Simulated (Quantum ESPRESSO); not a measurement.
Input and output of a self-consistent single point for Hg3Ge (P1, 8 atoms in the cell) (Quantum ESPRESSO).

Level of theory: LDA (PZ), GBRV 1.5 ultrasoft (LDA) pseudopotentials (plane waves; Quantum ESPRESSO).

The change in words: atoms moved at random. Reference geometry:
```xyz
8
Lattice="6.4705 0.0000 0.0000 -3.2352 5.6036 0.0000 0.0000 0.0000 5.2472" Properties=species:S:1:pos:R:3 pbc="T T T"
Ge     3.2352     1.8679     1.3118
Ge     0.0000     3.7357     3.9354
Hg     1.6368     0.9450     3.9354
Hg     1.5985     4.6586     1.3118
Hg     0.0000     1.8900     1.3118
Hg     3.2352     3.7136     3.9354
Hg     4.8337     0.9450     3.9354
Hg    -1.5985     4.6586     1.3118
```

Reference input (self-consistent single point, DFT, LDA (PZ), plane waves, GBRV 1.5 ultrasoft (LDA) pseudopotentials): ecutwfc = 50 Ry; ecutrho = 250 Ry; occupations = smearing; smearing = gaussian; degauss = 0.0073499 Ry; potentials = {Ge: ge_lda_v1.4.uspp.F.UPF, Hg: hg_lda_v1.uspp.F.UPF}; K_POINTS = automatic 3 3 4 0 0 0; conv_thr = 1e-11 Ry; mixing_beta = 0.7. This run's input differs from it in these lines:

```diff
@@ -26,14 +26,14 @@
 CELL_PARAMETERS {angstrom}
-   6.4704601535     0.0000000000     0.0000000000
-  -3.2352300767     5.6035828671     0.0000000000
+   6.4704600000     0.0000000000     0.0000000000
+  -3.2352300000     5.6035830000     0.0000000000
    0.0000000000     0.0000000000     5.2472400000
 ATOMIC_POSITIONS {crystal}
-Ge    0.6666666667    0.3333333333    0.2500000000
-Ge    0.3333333333    0.6666666667    0.7500000000
-Hg    0.3372800000    0.1686400000    0.7500000000
-Hg    0.6627200000    0.8313600000    0.2500000000
-Hg    0.1686400000    0.3372800000    0.2500000000
-Hg    0.8313600000    0.6627200000    0.7500000000
-Hg    0.8313600000    0.1686400000    0.7500000000
-Hg    0.1686400000    0.8313600000    0.2500000000
+Ge    0.6648880000    0.3280420000    0.2423610000
+Ge    0.3305410000    0.6679870000    0.7578190000
+Hg    0.3396590000    0.1775550000    0.7465260000
+Hg    0.6640000000    0.8294860000    0.2550890000
+Hg    0.1641070000    0.3275510000    0.2510160000
+Hg    0.8352890000    0.6693430000    0.7440110000
+Hg    0.8322450000    0.1707300000    0.7528790000
+Hg    0.1692700000    0.8293060000    0.2503000000
 K_POINTS {automatic}
```

Output, abridged:

```
     Self-consistent Calculation

     iteration #  1     ecut=    50.00 Ry     beta= 0.70

     Threshold (ethr) on eigenvalues was too large:
     Diagonalizing with lowered threshold

     total energy              =   -1071.04733517 Ry
     estimated scf accuracy    <       0.14688891 Ry

     iteration #  2     ecut=    50.00 Ry     beta= 0.70

     total energy              =   -1071.07154399 Ry
     estimated scf accuracy    <       0.20670631 Ry

     iteration #  3     ecut=    50.00 Ry     beta= 0.70

     total energy              =   -1071.11186856 Ry
     estimated scf accuracy    <       0.00294966 Ry

   [... 9 blocks of this kind left out ...]

     iteration # 13     ecut=    50.00 Ry     beta= 0.70

     total energy              =   -1071.11332417 Ry
     estimated scf accuracy    <          2.2E-11 Ry

     iteration # 14     ecut=    50.00 Ry     beta= 0.70
     End of self-consistent calculation

     the Fermi energy is    10.0401 ev

!    total energy              =   -1071.11332417 Ry
     estimated scf accuracy    <          1.1E-12 Ry
     smearing contrib. (-TS)   =      -0.00132276 Ry
     internal energy E=F+TS    =   -1071.11200141 Ry

     convergence has been achieved in  14 iterations

     Forces acting on atoms (cartesian axes, Ry/au):

     atom    1 type  1   force =    -0.00034884   -0.00011914   -0.00123723
     atom    2 type  1   force =    -0.00096690   -0.00008878    0.00132982
     atom    3 type  2   force =     0.00279723    0.00125127    0.00012521
     atom    4 type  2   force =    -0.00257120   -0.00191262   -0.00066822
     atom    5 type  2   force =     0.00012842    0.00383455    0.00033994
   [... lines left out ...]

     Total force =     0.007971     Total SCF correction =     0.000005

          total   stress  (Ry/bohr**3)                   (kbar)     P=      -62.47
  -0.00033173  -0.00000152   0.00000114          -48.80       -0.22        0.17
  -0.00000152  -0.00033705  -0.00000011           -0.22      -49.58       -0.02
   0.00000114  -0.00000011  -0.00060510            0.17       -0.02      -89.01

   JOB DONE.
```

The run converged in 14 iterations. Against the reference run the free energy is nearly the same (within 1 meV/atom), the pressure stays at -6.25 GPa and the largest force goes from 0.038 to 0.099 eV/Å. The full log also holds: “c_bands:  1 eigenvalues not converged”.

The starting cell comes from a database of computed structures (which also holds hypothetical and non-ambient phases and stackings), without a prior relaxation at this level. For this run, on top of that: atoms moved at random. Spin-orbit coupling is off. With a pressure of about -6 GPa the cell is away from its equilibrium volume at this level.

Cost on one core of a shared machine: roughly 2 min.
